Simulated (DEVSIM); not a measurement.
# abrupt GaAs p-n junction

Device: abrupt GaAs p-n junction, at 400 K.

| layer (left to right) | material | thickness (μm) | Nd (cm⁻³) | Na (cm⁻³) | τn (s) | τp (s) |
|---|---|---|---|---|---|---|
| 1 | GaAs | 33.0 | - | 1.3e17 | 7e-8 | 7e-8 |
| 2 | GaAs | 0.810 | 2.2e15 | - | 7e-8 | 7e-8 |

Left contact: ohmic. Right contact: ohmic. Voltage is applied to the left contact. Recombination: SRH at mid-gap, radiative, Auger. Mobility is constant in doping.

The device is made up for the run: typed textbook-type constants, with dimensions and the other settings drawn at random. Values at 300 K; Nc and Nv go as T^1.5, mobilities as T to minus their exponent, the gap by Varshni's rule with the affinity fixed.

```tsv
parameter	GaAs
gap (eV)	1.424
affinity (eV)	4.07
permittivity	12.9
Nc (cm⁻³)	4.7e17
Nv (cm⁻³)	9e18
μn (cm²/Vs)	8500
μp (cm²/Vs)	400
T exponent of μn	2.1
T exponent of μp	2.2
B (cm³/s)	2e-10
Cn (cm⁶/s)	1e-30
Cp (cm⁶/s)	1e-30
Varshni α (eV/K)	0.000541
Varshni β (K)	204
```

DEVSIM, 1D drift-diffusion, Boltzmann statistics, complete ionisation; no tunnelling, impact ionisation, image-force lowering or self-heating.

- Potential step across the device at zero bias = 1.017 V
- Largest field in the device at zero bias = 30000 V/cm
- Dark forward voltage at 1 A/cm² = 0.740 V
- Dark forward voltage at 100 A/cm² = 1.007 V

Dark forward current:

```json
[
 {"V (V)": "0.05", "J (A/cm²)": "7.3e-8"},
 {"V (V)": "0.15", "J (A/cm²)": "6.0e-7"},
 {"V (V)": "0.25", "J (A/cm²)": "4.2e-6"},
 {"V (V)": "0.35", "J (A/cm²)": "3.9e-5"},
 {"V (V)": "0.40", "J (A/cm²)": "0.00013"},
 {"V (V)": "0.50", "J (A/cm²)": "0.0017"},
 {"V (V)": "0.60", "J (A/cm²)": "0.025"},
 {"V (V)": "0.70", "J (A/cm²)": "0.35"},
 {"V (V)": "0.80", "J (A/cm²)": "4.5"},
 {"V (V)": "0.90", "J (A/cm²)": "31"},
 {"V (V)": "0.95", "J (A/cm²)": "58"},
 {"V (V)": "1.05", "J (A/cm²)": "140"},
 {"V (V)": "1.15", "J (A/cm²)": "250"},
 {"V (V)": "1.25", "J (A/cm²)": "400"},
 {"V (V)": "1.35", "J (A/cm²)": "590"},
 {"V (V)": "1.45", "J (A/cm²)": "830"},
 {"V (V)": "1.50", "J (A/cm²)": "980"},
 {"V (V)": "1.60", "J (A/cm²)": "1300"},
 {"V (V)": "1.70", "J (A/cm²)": "1700"},
 {"V (V)": "1.80", "J (A/cm²)": "2200"}
]
```
